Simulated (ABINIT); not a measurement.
# Worked example: self-consistent single point of BaTiO3 (Pm-3m, 5 atoms in the cell) in ABINIT

Method: PBE, PAW (JTH v2.0 PBE PAW) (plane waves; ABINIT).

The input file:

```
# BaTiO3, JTH v2.0 PBE PAW
pp_dirpath "./"
pseudos "Ba.GGA_PBE-JTH.xml, Ti.GGA_PBE-JTH.xml, O.GGA_PBE-JTH.xml"
acell 3*1.0
rprim
         7.6900477121    0.0000000000    0.0000000000
         0.0000000000    7.6900477121    0.0000000000
         0.0000000000    0.0000000000    7.6900477121
natom 5
ntypat 3
znucl 56 22 8
typat 1 2 3 3 3
xcart
         2.0346990000    2.0346990000    2.0346990000
         0.0000000000    0.0000000000    0.0000000000
         2.0346990000    0.0000000000    0.0000000000
         0.0000000000    2.0346990000    0.0000000000
         0.0000000000    0.0000000000    2.0346990000
      Angstrom
ecut 816 eV
pawecutdg 1633 eV
occopt 1
nband 23
kptopt 1
ngkpt 4 4 4
nshiftk 1
shiftk 0 0 0
nstep 60
tolvrs 1.0e-12
prtwf 0
prtden 0
prtvol 1
enunit 2
```

The program printed (abridged):

```
 Symmetries : space group Pm -3 m (#221); Bravais cP (primitive cubic)

 -outvars: echo values of preprocessed input variables --------
            acell      1.0000000000E+00  1.0000000000E+00  1.0000000000E+00 Bohr
             ecut      2.99874495E+01 Hartree
           enunit           2
              ixc     -101130
         kptrlatt        4    0    0      0    4    0      0    0    4
          kptrlen      3.07601908E+01
            natom           5
            nband          23
            ngfft          40      40      40
          ngfftdg          54      54      54
             nkpt          10
            nstep          60
             nsym          48
           ntypat           3
        pawecutdg      6.00116484E+01 Hartree
            rprim      7.6900477121E+00  0.0000000000E+00  0.0000000000E+00
                       0.0000000000E+00  7.6900477121E+00  0.0000000000E+00
                       0.0000000000E+00  0.0000000000E+00  7.6900477121E+00
          spgroup         221
           tolvrs      1.00000000E-12
            typat      1  2  3  3  3
           useylm           1
             xred      5.0000000219E-01  5.0000000219E-01  5.0000000219E-01
                       2.1854591470E-09  2.1854591470E-09  2.1854591470E-09
                       5.0000000219E-01  2.1854591470E-09  2.1854591470E-09
                       2.1854591470E-09  5.0000000219E-01  2.1854591470E-09
                       2.1854591470E-09  2.1854591470E-09  5.0000000219E-01
            znucl       56.00000   22.00000    8.00000

== DATASET  1 ==================================================================

 Real(R)+Recip(G) space primitive vectors, cartesian coordinates (Bohr,Bohr^-1):
 R(1)=  7.6900477  0.0000000  0.0000000  G(1)=  0.1300382  0.0000000  0.0000000
 R(2)=  0.0000000  7.6900477  0.0000000  G(2)=  0.0000000  0.1300382  0.0000000
 R(3)=  0.0000000  0.0000000  7.6900477  G(3)=  0.0000000  0.0000000  0.1300382
 Unit cell volume ucvol=  4.5476507E+02 bohr^3
 Angles (23,13,12)=  9.00000000E+01  9.00000000E+01  9.00000000E+01 degrees

 Coarse grid specifications (used for wave-functions):

 getcut: wavevector=  0.0000  0.0000  0.0000  ngfft=  40  40  40
         ecut(hartree)=     29.987   => boxcut(ratio)=   2.11007

 Fine grid specifications (used for densities):

 getcut: wavevector=  0.0000  0.0000  0.0000  ngfft=  54  54  54
         ecut(hartree)=     60.012   => boxcut(ratio)=   2.01364

   4.03830477E+03                                ecore*ucvol(ha*bohr**3)

_setup2: Arith. and geom. avg. npw (full set) are    3567.109    3567.081

--- !BeginCycle
solver: {iscf: 17, nstep: 60, nline: 4, wfoptalg: 10, }
tolerances: {tolvrs: 1.00E-12, }
...

     iter   Etot(hartree)      deltaE(h)  residm     nres2
 ETOT  1  -127.59161904783    -1.276E+02 5.852E+00 1.981E+01
 ETOT  2  -133.78101501543    -6.189E+00 2.501E-01 2.298E+02
 ETOT  3  -133.53739374363     2.436E-01 4.920E-02 1.214E+02
 ETOT  4  -133.35014007561     1.873E-01 2.385E-01 4.585E+01
 ETOT  5  -133.25815130693     9.199E-02 2.043E-01 1.720E+00
 ETOT  6  -133.26730865752    -9.157E-03 1.028E-02 4.440E+00
   [... 12 lines left out ...]
 ETOT 19  -133.26011801859     3.402E-10 2.916E-07 5.614E-10
 ETOT 20  -133.26011801854     4.746E-11 3.009E-07 8.605E-11
 ETOT 21  -133.26011801854     8.271E-12 1.194E-07 3.880E-11
 ETOT 22  -133.26011801855    -1.125E-11 1.227E-07 3.251E-12
 ETOT 23  -133.26011801855    -8.242E-13 4.924E-08 3.527E-13

 At SCF step   23       nres2   =  3.53E-13 < tolvrs=  1.00E-12 =>converged.

 Cartesian components of stress tensor (hartree/bohr^3)
  sigma(1 1)=  1.66675169E-04  sigma(3 2)=  0.00000000E+00
  sigma(2 2)=  1.66675169E-04  sigma(3 1)=  0.00000000E+00
  sigma(3 3)=  1.66675169E-04  sigma(2 1)=  0.00000000E+00

 ----iterations are completed or convergence reached----

 reduced coordinates (array xred) for    5 atoms
       0.500000002185      0.500000002185      0.500000002185
       0.000000002185      0.000000002185      0.000000002185
       0.500000002185      0.000000002185      0.000000002185
       0.000000002185      0.500000002185      0.000000002185
       0.000000002185      0.000000002185      0.500000002185
 cartesian forces (eV/Angstrom) at end:
    1     -0.00000000000000    -0.00000000000000    -0.00000000000000
    2     -0.00000000000000    -0.00000000000000    -0.00000000000000
    3     -0.00000000000000    -0.00000000000000    -0.00000000000000
    4     -0.00000000000000    -0.00000000000000    -0.00000000000000
    5     -0.00000000000000    -0.00000000000000    -0.00000000000000
 frms,max,avg= 0.0000000E+00 0.0000000E+00   0.000E+00  0.000E+00  0.000E+00 e/A
 length scales=  1.000000000000  1.000000000000  1.000000000000 bohr
              =  0.529177208590  0.529177208590  0.529177208590 angstroms
 Fermi (or HOMO) energy (hartree) =   0.13854   Average Vxc (hartree)=  -0.40670
 Eigenvalues (hartree) for nkpt=  10  k points:
 kpt#   1, nband= 23, wtk=  0.01563, kpt=  0.0000  0.0000  0.0000 (reduced coord)
  -1.94967   -1.07461   -1.07461   -1.07461   -0.77753   -0.47777   -0.45285   -0.45285
  -0.23208   -0.23208   -0.23208    0.05377    0.05377    0.05377    0.10119    0.10119
   0.10119    0.13179    0.13179    0.13179    0.19871    0.19871    0.19871
 prteigrs : prtvol=0 or 1, do not print more k-points.

 Fermi (or HOMO) energy (eV) =   3.76996   Average Vxc (eV)= -11.06700
 Eigenvalues (   eV  ) for nkpt=  10  k points:
 kpt#   1, nband= 23, wtk=  0.01563, kpt=  0.0000  0.0000  0.0000 (reduced coord)
 -53.05311  -29.24155  -29.24155  -29.24155  -21.15777  -13.00067  -12.32255  -12.32255
  -6.31528   -6.31528   -6.31528    1.46321    1.46321    1.46321    2.75359    2.75359
   2.75359    3.58616    3.58616    3.58616    5.40731    5.40731    5.40731
 prteigrs : prtvol=0 or 1, do not print more k-points.

--- !EnergyTerms
comment             : Components of total free energy in Hartree
kinetic             :  3.94800320117414E+01
hartree             :  2.99365912784967E+01
xc                  : -2.18040388573037E+01
Ewald energy        : -1.01960908579281E+02
psp_core            :  8.87998002916061E+00
local_psp           : -9.16727032854502E+01
spherical_terms     :  3.88092936058167E+00
total_energy        : -1.33260118042055E+02
total_energy_eV     : -3.62619222527127E+03
...

-Cartesian components of stress tensor (GPa)         [Pressure= -4.9038E+00 GPa]
- sigma(1 1)=  4.90375195E+00  sigma(3 2)=  0.00000000E+00
- sigma(2 2)=  4.90375195E+00  sigma(3 1)=  0.00000000E+00
- sigma(3 3)=  4.90375195E+00  sigma(2 1)=  0.00000000E+00

 Calculation completed.
```

The run converged in 23 iterations.

The starting cell comes from a database of computed structures (which also holds hypothetical and non-ambient phases and stackings), without a prior relaxation at this level. Its lattice was rescaled by a random factor within 2.5 % of one. With a pressure of about -5 GPa the cell is away from its equilibrium volume at this level.

These are the values that this program gave, and no reference: the one-centre exchange-correlation terms come from a truncated expansion.

Cost on one core of a shared machine: roughly 30 s.
